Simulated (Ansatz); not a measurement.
The reference is MgO in the rock salt structure (space group Fm-3m, No. 225).

```
MgO
1.0
    0.00000     2.10706     2.10706
    2.10706     0.00000     2.10706
    2.10706     2.10706     0.00000
O Mg
1 1
Direct
  0.00000   0.00000   0.00000
  0.50000   0.50000   0.50000
```

Cartesian axes are those of the cell as printed.

Calculations: PBEsol/PAW in Ansatz (a program for electronic structure), no spin-orbit coupling.

Strains are applied to the cell and any free atomic positions relax; under biaxial strain the out-of-plane vector relaxes too.

One change was made to it. Results:

The band gap falls by 0.04 eV, from 4.62 eV to 4.58 eV; the shortest interatomic distance decreases by 0.018 Å (2.107 Å → 2.089 Å); the pressure (mean of the normal stresses, compression positive) goes from zero to 22.0 kbar.

Task: Which of these changes matches the shifts?
(A) tensor shear ε_yz = −0.30 %
(B) strain tensor (xx, yy, zz, yz, xz, xy) = (−0.85, −0.13, −0.31, −1.43, −0.31, +1.45) %
(C) biaxial strain +1.98 %, plane normal [110], relaxed out of plane

Result: B, strain tensor (xx, yy, zz, yz, xz, xy) = (−0.85, −0.13, −0.31, −1.43, −0.31, +1.45) %. For comparison, the pressure in the other runs: biaxial strain +1.98 %, plane normal [110], relaxed out of plane gives -46.3 kbar; tensor shear ε_yz = −0.30 % gives 0.0 kbar.

A biaxial case was relaxed in a doubled cell and then solved in the primitive one. Stability against distortions was not tested.
